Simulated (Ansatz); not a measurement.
System: PbTe (Pnma, No. 62, 8 atoms in the cell; start mp-685022; high-pressure phase). Method: PBE0 in Ansatz (plane waves, PAW).

Numerical settings: plane-wave cutoff 500 eV, 4×6×4 k mesh (along the axes of the cell as run), gaussian smearing 0.02 eV, scalar-relativistic PAW data made under PBE.

Cell (relaxed with r²SCAN):

```
CELL_PARAMETERS angstrom
      8.49433     0.00000     0.00000
      0.00000     4.65816     0.00000
      0.00000     0.00000     7.06905
ATOMIC_POSITIONS crystal
  Te 0.18965 0.75000 0.12100
  Te 0.81035 0.25000 0.87900
  Te 0.31035 0.25000 0.62100
  Te 0.68965 0.75000 0.37900
  Pb 0.04121 0.75000 0.73016
  Pb 0.95879 0.25000 0.26984
  Pb 0.45879 0.25000 0.23016
  Pb 0.54121 0.75000 0.76984
```

### Question
Predict the band gap.

### Answer

* **band gap**: 1.77 eV (on the SCF k mesh)

Note: cell and atoms aren't relaxed at this level (pressure -0.4 GPa).

Spin–orbit coupling is not included; with these elements it can move the gap by several tenths of an eV or more.

Computing time: very roughly 40 core-minutes.

A start named mp-… is a Materials Project structure, which need not be a measured phase.

Ansatz is a quantum-chemistry and plane-wave program.
